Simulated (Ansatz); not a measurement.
Start from Rh in the fcc (Cu type) structure (space group Fm-3m, No. 225; a = 3.8000 Å). Axes: x, y, z lie along the cube axes.

All numbers come from r2SCAN, PAW, 500 eV (Ansatz, a first-principles code; no SOC).

Base values:

The volume per atom is 13.72 Å³. The pressure is 0.0 GPa.

One thing is altered: tensile biaxial strain of 1.14 % in the plane normal to [001], as in epitaxy on a mismatched substrate; the out-of-plane cell vector and the atoms relax.

Problem. What does the calculation give for the volume per atom after the change?

Solution. The volume per atom increases by 0.17 Å³ (13.72 Å³ → 13.89 Å³).

Problem. What does the calculation give for the pressure after the change?

Solution. The pressure (mean of the normal stresses, compression positive) goes from zero to -3.4 GPa.

Problem. What does the calculation give for the energy relative to the base after the change?

Solution. The energy rises by 5.1 meV/atom.

Without a gap, meshes like the base's 21×21×21 leave anisotropic stresses uncertain by several tenths of a GPa, and small strain energies with them. Stability against distortions was not tested. The final runs are not spin-polarised.
